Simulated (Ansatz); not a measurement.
The reference is BN in the wurtzite structure (space group P6_3mc, No. 186).

```yaml
crystal:
  lattice:
    - [2.55452, 0.00000, 0.00000]
    - [-1.27726, 2.21228, 0.00000]
    - [0.00000, 0.00000, 4.22456]
  atoms:
    - { symbol: B, position: [0.33333, 0.66667, 0.00019] }
    - { symbol: B, position: [0.66667, 0.33333, 0.50019] }
    - { symbol: N, position: [0.33333, 0.66667, 0.37481] }
    - { symbol: N, position: [0.66667, 0.33333, 0.87481] }
```

All numbers come from PBE (Ansatz, a program for electronic structure, PAW, no spin-orbit coupling).

Strains are applied to the cell and any free atomic positions relax.

One change was made to it. Results:

```json
[
 {"quantity": "valence-band top at Γ (three highest levels, from the VBM)", "base": "0.00, 0.00, -0.26 eV", "after": "0.00, 0.00, -0.28 eV"},
 {"quantity": "pressure (mean of the normal stresses, compression positive)", "base": "0.00 GPa", "after": "6.93 GPa"},
 {"quantity": "width of the top valence band", "base": "5.37 eV", "after": "5.46 eV"},
 {"quantity": "electron mass", "base": "0.31 mₑ along c, 0.51 mₑ across (at K)", "after": "0.30 mₑ along c, 0.51 mₑ across (at K)"},
 {"quantity": "smallest direct gap", "base": "8.23 eV", "after": "8.32 eV"}
]
```

### Question
Which of these changes matches the shifts?
(A) isotropic strain −1.80 %
(B) isotropic strain −1.20 %
(C) isotropic strain −0.60 %

### Answer
C, isotropic strain −0.60 %. For comparison, the valence-band top at Γ in the other runs: isotropic strain −1.80 % gives 0.00, 0.00, -0.31 eV; isotropic strain −1.20 % gives 0.00, 0.00, -0.29 eV.

Masses are band curvatures over ±0.01 Å⁻¹ around the edge. No phonon test of stability was made.
